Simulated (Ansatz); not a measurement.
```yaml
crystal:
  lattice:
    - [16.00000, 0.00000, 0.00000]
    - [0.00000, 16.00000, 0.00000]
    - [0.00000, 0.00000, 4.26242]
  atoms:
    - { symbol: C, position: [0.65114, 0.50000, 0.66537] }
    - { symbol: C, position: [0.63089, 0.57557, 0.83463] }
    - { symbol: C, position: [0.65114, 0.50000, 0.33463] }
    - { symbol: C, position: [0.57557, 0.63089, 0.66537] }
    - { symbol: C, position: [0.50000, 0.65114, 0.83463] }
    - { symbol: C, position: [0.63089, 0.57557, 0.16537] }
    - { symbol: C, position: [0.57557, 0.63089, 0.33463] }
    - { symbol: C, position: [0.42443, 0.63089, 0.66537] }
    - { symbol: C, position: [0.36911, 0.57557, 0.83463] }
    - { symbol: C, position: [0.50000, 0.65114, 0.16537] }
    - { symbol: C, position: [0.42443, 0.63089, 0.33463] }
    - { symbol: C, position: [0.34886, 0.50000, 0.66537] }
    - { symbol: C, position: [0.36911, 0.42443, 0.83463] }
    - { symbol: C, position: [0.36911, 0.57557, 0.16537] }
    - { symbol: C, position: [0.34886, 0.50000, 0.33463] }
    - { symbol: C, position: [0.42443, 0.36911, 0.66537] }
    - { symbol: C, position: [0.50000, 0.34886, 0.83463] }
    - { symbol: C, position: [0.36911, 0.42443, 0.16537] }
    - { symbol: C, position: [0.42443, 0.36911, 0.33463] }
    - { symbol: C, position: [0.57557, 0.36911, 0.66537] }
    - { symbol: C, position: [0.63089, 0.42443, 0.83463] }
    - { symbol: C, position: [0.50000, 0.34886, 0.16537] }
    - { symbol: C, position: [0.57557, 0.36911, 0.33463] }
    - { symbol: C, position: [0.63089, 0.42443, 0.16537] }
```

Calculation: PBE (plane waves to 420 eV, PAW; Ansatz, a first-principles code). Mesh 1×1×18. No spin polarisation. One-dimensional cell, images about 11 Å apart. A model structure. It keeps the symmetry and period of its start, so it need not be a minimum against all distortions. Buckling under compression is shut out by symmetry and the short period.

Q: Say what this body is, and give its properties.

A: (6,0) carbon nanotube. An idealised model, rolled from the flat sheet.
| Quantity | Value |
|---|---|
| mean diameter | 4.84 Å |
| energy over the flat sheet | +353 meV/atom |
| PBE gap | none (under 0.01 eV) |
| crossings of the Fermi level between Γ and the zone edge (49 points) | 3, each for both spins (ideal conductance 3 × 2e²/h) |
| work function (PBE) | 4.70 eV |
| axial stiffness dF/dε | 482 nN |
